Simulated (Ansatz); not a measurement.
**Ag (P6₃/mmc, No. 194, 2 atoms in the cell; start mp-10597; another form than the element's usual one)**

Calculation: LDA (Ansatz, a quantum-chemistry and plane-wave program, PAW).

Settings: plane-wave cutoff 520 eV, 24×24×12 k mesh (along the axes of the cell as run), Fermi–Dirac smearing 0.05 eV, no spin polarisation, scalar-relativistic PAW data made under PBE.

Cell (relaxed at this level):

```yaml
crystal:
  lattice:
    - [2.82508, 0.00000, 0.00000]
    - [-1.41254, 2.44659, 0.00000]
    - [0.00000, 0.00000, 4.64121]
  atoms:
    - { symbol: Ag, position: [0.33333, 0.66667, 0.25000] }
    - { symbol: Ag, position: [0.66667, 0.33333, 0.75000] }
```

```
Quantity       Result
------------  -------
band gap         none
bulk modulus  138 GPa
```

Note: the relaxation could not lower the start's symmetry, so the cell can be a saddle point above a distorted one; the bulk modulus is −V dP/dV from two relaxed cells at ±2 % in volume.

Spin–orbit coupling is not included.

The computed numbers hold no vibrational or temperature effects.

A start named mp-… is a Materials Project structure, which need not be a measured phase.
